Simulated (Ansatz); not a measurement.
Base system: a 12-atom supercell of Ca in the fcc (Cu type) structure (space group Fm-3m, No. 225; a = 5.568 Å) at its relaxed geometry.

Calculations: r2SCAN, PAW, 500 eV (Ansatz, a program for electronic structure; no spin-orbit coupling).

Base values:

| Property | Result |
|---|---|
| Pressure | 0.0 GPa |

It is then changed as follows: one H atom is added in an open site, starting 2.78 Å from the nearest host atom, atoms relaxed at fixed cell, starting from a slightly rattled geometry.

**Question.** Predict the new pressure.

**Answer.** The pressure goes from zero to -0.5 GPa.

**Question.** What does the calculation give for the largest displacement of a host atom from its site in the perfect cell after the change?

**Answer.** The largest displacement of a host atom from its site in the perfect cell is 0.06 Å.

**Question.** What happens to the final site of the added atom?

**Answer.** The final site of the added atom amounts to 6 Ca at 2.71–2.74 Å (octahedral).

The cell is small, so the values are those of an ordered compound at a high defect concentration; dilute-limit values will differ. The final runs are not spin-polarised. The defect cell is not spin-polarised.
